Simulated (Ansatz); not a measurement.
Worked example: self-consistent single point of Sb₂Rh (P2_1/c, 12 atoms in the cell) in Ansatz (a program for electronic structure).

Method: PBEsol, default PAW files made with PBE (plane waves; Ansatz).

```xyz
12
Lattice="6.6156 0.0000 0.0000 0.0000 6.5596 0.0000 -3.0167 0.0000 5.9665" Properties=species:S:1:pos:R:3 pbc="T T T"
Sb    -0.0667     4.1522     2.2255
Sb     5.1740     0.8724     0.7578
Sb     3.6657     2.4074     3.7410
Sb    -1.5751     5.6872     5.2088
Sb     1.7936     2.3615     1.0322
Sb     3.3137     5.6413     1.9511
Sb     1.8054     4.1981     4.9343
Sb     0.2852     0.9183     4.0155
Rh     0.9637     0.0000     1.7184
Rh     4.1435     3.2798     1.2649
Rh     2.6352     0.0000     4.2482
Rh    -0.5446     3.2798     4.7016
```

Reference input (self-consistent single point, DFT, PBEsol, plane waves, default PAW files made with PBE): basis.ecutwfc = 420 eV; kpoints.mp_grid.grid = 3 3 3; hamiltonian.xc = pbesol; hamiltonian.pseudopotentials = {kind: paw} (the program's default PAW files); scf.occupations.method = cold; scf.occupations.width = 0.1 eV. This run's input differs from it in these lines:

Ansatz 0.2 input:
```diff
@@ -20,3 +20,3 @@
 basis:
-  ecutwfc: 420.0 eV
+  ecutwfc: 840.0 eV
 kpoints:
```

Log, with long lists cut:

```
SCF iter   1: F=—  HF=-76625.308989 eV  |F-HF|=—  |Δ(HF+E_count)|=         —  Δρ=1.04e-2  dr2=3.86e-1  ethr=1.77e-3  ⟨swp⟩=6.4  Hψ=4327  notcnv=0  defer=28
all-band conjugate gradients solve this SCF's bands
preconditioner: auto → Resta (q_TF=auto, 2.587 Å⁻¹)
SCF iter   2: F=—  HF=-76625.255120 eV  |F-HF|=—  |Δ(HF+E_count)|=   4.85e-2  S|Δr|=   8.78e-3  Δρ=4.30e-3  dr2=7.24e-2  ethr=2.05e-4  ⟨swp⟩=1.4  Hψ=1341  notcnv=0  defer=34
   [... lines left out ...]
SCF iter   7: F=-76625.237451 eV  HF=-76625.237451 eV  |F-HF|=2.98e-9  |Δ(HF+E_count)|=   4.83e-8  S|Δr|=   9.42e-6  Δρ=2.83e-6  dr2=2.17e-8  ethr=5.32e-11  ⟨swp⟩=10.9  Hψ=5294  notcnv=0
Mixer restart at iter 7: flushing history
SCF iter   8: F=—  HF=-76625.255837 eV  |F-HF|=—  |Δ(HF+E_count)|=         —  Δρ=1.18e-5  dr2=2.83e-7  ethr=1.15e-11  ⟨swp⟩=2.0  Hψ=1369  notcnv=0
SCF iter   9: F=-76625.255837 eV  HF=-76625.255837 eV  |F-HF|=4.22e-8  |Δ(HF+E_count)|=   1.49e-8  S|Δr|=   4.04e-9  Δρ=4.37e-6  dr2=5.00e-8  ethr=1.15e-11  ⟨swp⟩=3.0  Hψ=3821  notcnv=0
SCF 1 converged in 9 iterations: F = -76625.255837 eV  dr2 = 5.00e-8
Stability not checked (fill_not_monotonic)
Free energy (F): -76625.255837 eV
F+E_penalty+E_count: -76625.255838 eV  (lagrangian_ev)
Internal energy: -76625.255837 eV  (E = F + TS)
E sigma→0 (E₀):  -76625.255837 eV
Fermi energy:    14.298155 eV
Smearing:        width narrowed from 0.1000 eV (input) to 0.0570 eV after iteration 7, whose occupations did not sum to the number of electrons (Fermi level in …
--- Forces (eV/Å), atoms counted from 1 ---
  atom   1  Sb    -0.47237183     0.08809337    -0.20988934
   [... lines left out ...]
  atom  12  Rh    -0.67647473    -0.00447505    -0.27640915
--- Stress (GPa, compression-positive) ---
        1.535568       0.000000      -0.409003
        0.000000       0.381201       0.000000
       -0.409002       0.000000       1.470651
  P = ⅓ Tr σ = 1.1291 GPa (11.291 kbar)
  The stress holds the Pulay correction. Without it, at fixed plane waves, as pw.x and ABINIT print it: P = 1.1279 GPa
```

The run converged in 9 iterations. Against the reference run the free energy falls by 2.3 meV/atom, the pressure moves little (1.15 to 1.13 GPa), the largest force stays at 0.731 eV/Å and the gap on the mesh stays at 0.439 eV.

The starting cell comes from a database of published, mostly measured structures (it also holds non-ambient and calculated ones), without a prior relaxation at this level. Spin-orbit coupling is off. Ansatz's pressure includes its estimate of the finite-basis (Pulay) stress.

Cost on one core of a shared machine: roughly 50 s.
